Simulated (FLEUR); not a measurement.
Input and output of a self-consistent single point for SnO (Pmn2_1, 4 atoms in the cell) (FLEUR).

Method of the run: PBEsol, all-electron FLAPW (FLEUR), scalar-relativistic valence.

The change in words: lattice scaled by 0.98. Reference geometry:
```
SnO
1.0
    3.42579     0.00000     0.00000
    0.00000     5.79382     0.00000
    0.00000     0.00000     4.31105
Sn O
2 2
Direct
  0.00000   0.23191   0.51314
  0.50000   0.76809   0.01314
  0.00000   0.89125   0.73686
  0.50000   0.10875   0.23686
```

Reference input (self-consistent single point, DFT, PBEsol, all-electron FLAPW (FLEUR), scalar-relativistic valence): Kmax = 4.3 1/bohr; GmaxXC = 17.2 1/bohr; xcFunctional = PBEs; jspins = 1; l_soc = F; mode = hist; fermiSmearingEnergy = 0.00183747 Htr; mesh (inpgen div1-3) = 8 5 6; inpgen gamma flag = true; Gmax = 17.2 1/bohr; numbands = 0; maxIterBroyd = 99. This run's input differs from it in these lines:

```diff
@@ -3,5 +3,5 @@
 &input film=f /
-3.4257900000 0.0000000000 0.0000000000
-0.0000000000 5.7938240000 0.0000000000
-0.0000000000 0.0000000000 4.3110540000
+3.3572740000 0.0000000000 0.0000000000
+0.0000000000 5.6779480000 0.0000000000
+0.0000000000 0.0000000000 4.2248330000
 1.8897261246
@@ -46,5 +46,5 @@
          <bravaisMatrix>
-            <row-1>    6.4738048603934342     0.0000000000000000     0.0000000000000000</row-1>
-            <row-2>    0.0000000000000000    10.9487405741344688     0.0000000000000000</row-2>
-            <row-3>    0.0000000000000000     0.0000000000000000     8.1467113683613288</row-3>
+            <row-1>    6.3443283852403400     0.0000000000000000     0.0000000000000000</row-1>
+            <row-2>    0.0000000000000000    10.7297666697203198     0.0000000000000000</row-2>
+            <row-3>    0.0000000000000000     0.0000000000000000     7.9837772921721921</row-3>
          </bravaisMatrix>
```

Log, with long lists cut:

```
 Iteration:     1   Distance:      19.27569682 me/bohr^3
 Iteration:     2   Distance:      15.85628865 me/bohr^3
 Iteration:     3   Distance:       6.37372254 me/bohr^3
 Iteration:     4   Distance:       7.73377895 me/bohr^3
 Iteration:     5   Distance:       1.67275102 me/bohr^3
   [... 9 lines left out ...]
 Iteration:    15   Distance:       0.00008358 me/bohr^3
 Iteration:    16   Distance:       0.00005084 me/bohr^3
 Iteration:    17   Distance:       0.00001129 me/bohr^3
 Iteration:    18   Distance:       0.00000409 me/bohr^3
 Reset of history
 Run finished successfully
 Stop message:
   Structural relaxation: new displacements generated

[file out, last iteration]
             iter=     19
[...]
          total density-effective poten   -2.0689848509E+04
          total charge density-energy d   -3.4171228057E+02
 Updated energy parameters for spin:           1
[...]
 fermi energy and band-weighting factors:

[...]
FERMIE:
          first approx. to ef    (T=0)  :   0.188978 htr   (energy of the highest occ. eigenvalue)
          number of occ. states  (T=0)  :       1200
          first approx. to seigv (T=0)  : -12.453769 htr
          sum of weights of occ. states :  20.000000
          sum of semicore charge        :   0.000000 e
FERHIS:  Fermi-Energy by histogram:
          bandgap                     :   0.053371 htr
   [... lines left out ...]
          charge neutrality (T=0)     :   0.000000    (zero if the highest occ. eigenvalue is "entirely" occupied)
 Direct bandgap for spin            1 :    7.4510447058211443E-002  Htr
 ---->    free energy=                    -12502.8361207672 htr
   [... lines left out ...]
      extrapolation for T->0
 ---->    total electron energy=          -12502.8361207672 htr
 ***** TOTAL FORCES ON ATOMS *****
 TOTAL FORCE FOR ATOM TYPE=  1  X=  0.000   Y=  2.488   Z= -3.887
                       FX_TOT= 0.000000 FY_TOT=-0.009405 FZ_TOT=-0.002946
 TOTAL FORCE FOR ATOM TYPE=  2  X=  0.000   Y= -1.167   Z= -2.101
                       FX_TOT= 0.000000 FY_TOT= 0.003256 FZ_TOT= 0.003295
```

The run converged in 18 iterations. FLEUR gives forces in its relaxation mode, with a further iteration, so its stop message speaks of a relaxation. Against the reference run the free energy falls by 40.9 meV/atom, the largest force goes from 1.254 to 0.507 eV/Å and the gap on the mesh goes from 1.526 to 1.452 eV.

The starting cell comes from a database of computed structures (which also holds hypothetical and non-ambient phases and stackings), without a prior relaxation at this level. Its lattice was rescaled by a random factor within 2.5 % of one. For this run, on top of that: lattice scaled by 0.98. Values depend on the basis (sphere radii, cutoffs, local orbitals), which need not be converged.

Cost on one core of a shared machine: roughly 7 min.
